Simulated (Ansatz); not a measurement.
Worked example: self-consistent single point of RbBrF₄ (P1, 12 atoms in the cell) in Ansatz (a first-principles code).

Method of the run: r2SCAN, default PAW files made with PBE (plane waves; Ansatz).

The change in words: lattice scaled by 1.015. Reference geometry:
```
CELL_PARAMETERS angstrom
     -3.17550     3.17550     5.74450
      3.17550    -3.17550     5.74450
      3.17550     3.17550    -5.74450
ATOMIC_POSITIONS crystal
  Br 0.50725 0.00129 0.50302
  Br 0.00275 0.50444 0.50695
  F  0.76489 0.26823 0.80075
  F  0.25748 0.46676 0.49141
  F  0.45364 0.96033 0.18882
  F  0.97759 0.76656 0.51108
  F  0.72257 0.52979 0.48654
  F  0.24216 0.72621 0.21304
  F  0.02816 0.23098 0.49077
  F  0.53580 0.03381 0.79887
  Rb 0.99817 0.99616 0.99473
  Rb 0.50953 0.51544 0.01402
```

Reference input (self-consistent single point, DFT, r2SCAN, plane waves, default PAW files made with PBE): basis.ecutwfc = 36.7 Ry; kpoints.mp_grid.grid = 4 4 4; hamiltonian.xc = r2scan; hamiltonian.pseudopotentials = {kind: paw} (the program's default PAW files); scf.occupations.method = cold; scf.occupations.width = 0.0037 Ry. This run's input differs from it in these lines:

```diff
@@ -3,5 +3,5 @@
   lattice:
-    - [-3.175500, 3.175500, 5.744500]
-    - [3.175500, -3.175500, 5.744500]
-    - [3.175500, 3.175500, -5.744500]
+    - [-3.223132, 3.223132, 5.830668]
+    - [3.223132, -3.223132, 5.830668]
+    - [3.223132, 3.223132, -5.830668]
   atoms:
```

Output (repeated stretches shortened):

```
SCF iter   1: F=—  HF=-18615.401722 eV  |F-HF|=—  |Δ(HF+E_count)|=         —  Δρ=7.44e-3  dr2=1.27e-1  dr2_τ=3.37e-1  ethr=1.77e-3  ⟨swp⟩=10.1  Hψ=10708  notcnv=0  defer=46
all-band conjugate gradients solve this SCF's bands
preconditioner: auto → Resta (q_TF=auto, 2.305 Å⁻¹)
SCF iter   2: F=—  HF=-18615.537727 eV  |F-HF|=—  |Δ(HF+E_count)|=   1.36e-1  S|Δr|=    0.00e0  Δρ=3.67e-3  dr2=9.55e-3  dr2_τ=3.69e-3  ethr=1.44e-4  ⟨swp⟩=2.0  Hψ=3946  notcnv=0  defer=288
   [... lines left out ...]
SCF iter   8: F=—  HF=-18615.538571 eV  |F-HF|=—  |Δ(HF+E_count)|=   6.96e-7  S|Δr|=    0.00e0  Δρ=9.22e-6  dr2=2.41e-7  dr2_τ=1.54e-8  ethr=2.47e-9  ⟨swp⟩=2.0  Hψ=2933  notcnv=0  defer=288
SCF iter   9: F=—  HF=-18615.538571 eV  |F-HF|=—  |Δ(HF+E_count)|=   5.56e-7  S|Δr|=    0.00e0  Δρ=7.39e-6  dr2=1.03e-7  dr2_τ=8.50e-9  ethr=1.14e-10  ⟨swp⟩=12.7  Hψ=10926  notcnv=0
SCF iter  10: F=-18615.538571 eV  HF=-18615.538571 eV  |F-HF|=2.92e-8  |Δ(HF+E_count)|=   5.22e-8  S|Δr|=    0.00e0  Δρ=1.62e-6  dr2=7.09e-9  dr2_τ=7.87e-10  ethr=1.14e-10  ⟨swp⟩=5.2  Hψ=7175  notcnv=0
SCF 1 converged in 10 iterations: F = -18615.538571 eV  dr2 = 7.09e-9
Stability not checked (fill_not_monotonic)
Free energy (F): -18615.538571 eV
Internal energy: -18615.538571 eV  (E = F + TS)
E sigma→0 (E₀):  -18615.538571 eV
Fermi energy:    1.922721 eV
--- Forces (eV/Å), atoms counted from 1 ---
  atom   1  Br     0.18429486    -0.58260153    -1.10987171
  atom   2  Br    -0.77069308    -0.45763773    -0.52093496
  atom   3  F     -0.05988781     0.01496274     0.00458320
  atom   4  F      0.17851257     0.21717419    -0.21948737
  atom   5  F      0.05753365     0.20469612    -0.00265605
   [... lines left out ...]
  atom  12  Rb    -0.41009301    -0.12453333    -0.08169946
--- Stress (GPa, compression-positive) ---
        4.601760      -0.310268      -0.046656
       -0.310267       4.393592      -0.324001
       -0.046658      -0.324001      -2.308011
  P = ⅓ Tr σ = 2.2291 GPa (22.291 kbar)
  The stress holds the Pulay correction. Without it, at fixed plane waves, as pw.x and ABINIT print it: P = 2.1526 GPa
```

The run converged in 10 iterations. Against the reference run the free energy falls by 19.7 meV/atom, the pressure goes from 5.03 to 2.23 GPa, the largest force goes from 1.356 to 1.267 eV/Å and the gap on the mesh goes from 4.291 to 4.066 eV.

The starting cell comes from a database of published, mostly measured structures (it also holds non-ambient and calculated ones), without a prior relaxation at this level. Its atoms were displaced at random from the sites of space group no. 140. For this run, on top of that: lattice scaled by 1.015. Forces in this geometry exceed 1 eV/Å. Ansatz's pressure includes its estimate of the finite-basis (Pulay) stress. The cutoff lies below the one recommended for these files.

Cost on one core of a shared machine: roughly 2 min.

Keys are those of Ansatz 0.2.
